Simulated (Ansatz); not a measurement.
The starting structures come from a database of crystals and need not be the phases stable at ambient conditions.

 Where the default PAW files enter, the runs use the earlier of Ansatz's two default sets.

The decay constant κ of evanescent states in the gap governs leakage through a thin film.

Input:

```
CELL_PARAMETERS angstrom
      5.14101     0.00000     0.00000
     -2.57050     5.11196     0.00000
      2.57050     1.29256     4.26049
ATOMIC_POSITIONS crystal
  Ca 0.00000 0.50000 0.50000
  Pd 0.00000 0.00000 0.00000
  F  0.84555 0.23004 0.21826
  F  0.15445 0.76996 0.78174
  F  0.44830 0.23004 0.93619
  F  0.55170 0.76996 0.06381
  F  0.16623 0.23004 0.61551
  F  0.83377 0.76996 0.38449
```

Space group of this cell: R-3. The cell is taken as given.

Transport runs along the normal of the first two printed cell vectors, the (101) plane of the conventional cell.

No gap correction and no spin-orbit coupling; mid-gap values are interpolated between computed energies.

Question: Predict the band gap and the smallest decay constant κ at mid-gap from Ansatz (a first-principles code) with r2SCAN.

Answer: Gap 2.67 eV on a 8×8×8 mesh; κ = 0.606 1/Å, at the zone centre.
